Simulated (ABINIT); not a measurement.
Troubleshooting ABINIT: a failed run on Li2B (P-3m1, 3 atoms in the cell). The aim is a self-consistent single point with DFT, PBEsol, plane waves, PAW (JTH v2.0 PBE PAW, files made for PBE).

Cell that was meant: a = 3.8688 Å, b = 3.8688 Å, c = 2.0527 Å, α = 90.00°, β = 90.00°, γ = 120.00°.

Part of the input:

```
# Li2B, JTH v2.0 PBE PAW
acell 3*1.0
rprim
         7.3109156285    0.0000000257    0.0000000000
        -3.6554578365    6.3314386464    0.0000000000
```

Output, abridged:

```
           HAVE_FC_CPUTIME              HAVE_FC_EXIT             HAVE_FC_FLUSH

             HAVE_FC_GAMMA            HAVE_FC_GETENV   HAVE_FC_IEEE_ARITHMETIC

   HAVE_FC_IEEE_EXCEPTIONS          HAVE_FC_INT_QUAD             HAVE_FC_IOMSG

     HAVE_FC_ISO_C_BINDING  HAVE_FC_ISO_FORTRAN_2008        HAVE_FC_LONG_LINES

        HAVE_FC_MOVE_ALLOC  HAVE_FC_ON_THE_FLY_SHAPE           HAVE_FC_PRIVATE

         HAVE_FC_PROTECTED           HAVE_FC_SHIFTLR         HAVE_FC_STREAM_IO

            HAVE_FC_SYSTEM                HAVE_FFTW3          HAVE_FORTRAN2003

                 HAVE_HDF5             HAVE_HDF5_MPI        HAVE_LIBPAW_ABINIT

      HAVE_LIBTETRA_ABINIT                HAVE_LIBXC                  HAVE_MPI

                 HAVE_MPI2         HAVE_MPI2_INPLACE       HAVE_MPI_IALLGATHER

       HAVE_MPI_IALLREDUCE        HAVE_MPI_IALLTOALL       HAVE_MPI_IALLTOALLV

           HAVE_MPI_IBCAST         HAVE_MPI_IGATHERV        HAVE_MPI_INTEGER16

               HAVE_MPI_IO HAVE_MPI_TYPE_CREATE_S...               HAVE_NETCDF

       HAVE_NETCDF_FORTRAN   HAVE_NETCDF_FORTRAN_MPI           HAVE_NETCDF_MPI

             HAVE_OS_LINUX         HAVE_TIMER_ABINIT
 ++++++++++++++++++++++++++++++++++++++++++++++++++++++++++++++++++++++++++++++

 Netcdf library supports MPI-IO
-instrng: 31 lines of input have been read from file run.abi

--- !ERROR
src_file: m_common.F90
src_line: 1843
mpi_rank: 0
message: |
    `pseudos` variable must be specified in input when the code is invoked with the `abinit t01.in` syntax
...

 abinit_abort: decision taken to exit. Check above messages for more info
Abort(13) on node 0 (rank 0 in comm 0): application called MPI_Abort(MPI_COMM_WORLD, 13) - process 0

--- !ERROR
src_file: m_common.F90
src_line: 1843
mpi_rank: 0
message: |
    `pseudos` variable must be specified in input when the code is invoked with the `abinit t01.in` syntax
...
```

**Question.** Read the log: what does the program object to, and what is the fix?

**Answer.** The fault is no pseudopotentials named. Every species needs a potential file. To fix it, name the files. The program stopped before any SCF iteration.

The sound input it was made from differs as follows (other fixes are possible):
```diff
+pp_dirpath "./"
+pseudos "Li.GGA_PBE-JTH.xml, B.GGA_PBE-JTH.xml"
```

With that input, the run converged in 9 iterations: free energy E − TS -482.53 eV; Fermi level (on the code's own zero) 2.90 eV; pressure -2.05 GPa; largest force (vector length) 0.016 eV/Å (DFT, PBEsol, plane waves, PAW (JTH v2.0 PBE PAW, files made for PBE)).

On the sound input: the starting cell comes from a database of computed structures (which also holds hypothetical and non-ambient phases and stackings), without a prior relaxation at this level. The potentials were made for another functional than the one used.
